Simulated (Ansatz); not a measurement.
Start from CuI in the zinc blende structure (space group F-43m, No. 216; a = 5.939 Å).

Now apply this change: every Cu is replaced by Ag, then cell and atoms are relaxed.

Levels (all Ansatz, a program for electronic structure, PAW, earlier PAW set): PBEsol (420 eV, no SOC); HSE06+SOC (420 eV, with spin-orbit coupling).

The geometry is relaxed with PBEsol.

| Quantity | Result |
|---|---|
| PBEsol valence-band top at Γ | 0.00, 0.00, 0.00 eV |
| PBEsol lowest conduction level above the VBM at special points | Γ 1.20 eV; L 2.64 eV; X 3.43 eV |

### Question
What does HSE06+SOC give at this geometry for the valence-band top at Γ and lowest conduction level above the VBM at special points?

### Answer
The valence-band top at Γ (three highest Kramers pairs, from the VBM) becomes 0.00, 0.00, -0.79 eV (PBEsol: 0.00, 0.00, 0.00 eV); the lowest conduction level above the VBM at special points goes from Γ 1.20 eV; L 2.64 eV; X 3.43 eV to Γ 2.21 eV; L 3.64 eV; X 4.25 eV. The threefold valence maximum splits by Δso ≈ 0.79 eV.

Single points use the geometry relaxed with PBEsol. The spin-orbit shifts are approximate. Spin-orbit coupling, missing from the scalar runs, can matter with I. The levels and masses belong to the bands next to the band gap. Whether these cells are dynamically stable was not tested. The runs without spin-orbit coupling are not spin-polarised.
